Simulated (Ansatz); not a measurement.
**Effect of uniaxial strain ε_xx = +2.50 % on MgB2**

Base system: MgB2 (space group P6/mmm, No. 191; a = 3.0640 Å, c = 3.4977 Å; relaxed with 0.1 eV smearing). Axes: x lies along a and z along c of the hexagonal cell.

Now apply this change: uniaxial strain ε_xx = +2.50 %, all other strain components held at zero, atoms relaxed at fixed cell.

Computed with Ansatz (an electronic-structure program) PBEsol, without spin-orbit coupling. Γ-centred 22×22×17 mesh, Fermi–Dirac width 0.1 eV.

| quantity | base | changed | shift |
|---|---|---|---|
| energy relative to the base (free energy F) | 0 meV/atom | +7.8 meV/atom | +7.8 meV/atom |
| pressure (mean of the normal stresses, compression positive) | 0.0 GPa | -4.1 GPa | -4.1 GPa |
| band gap | zero | zero | – |
| stress (xx, yy, zz, yz, xz, xy; compression positive) | – | (-10.4, -1.2, -0.8, 0.0, 0.0, 0.0) GPa | – |

Whether these cells are dynamically stable was not tested. The final runs are not spin-polarised.
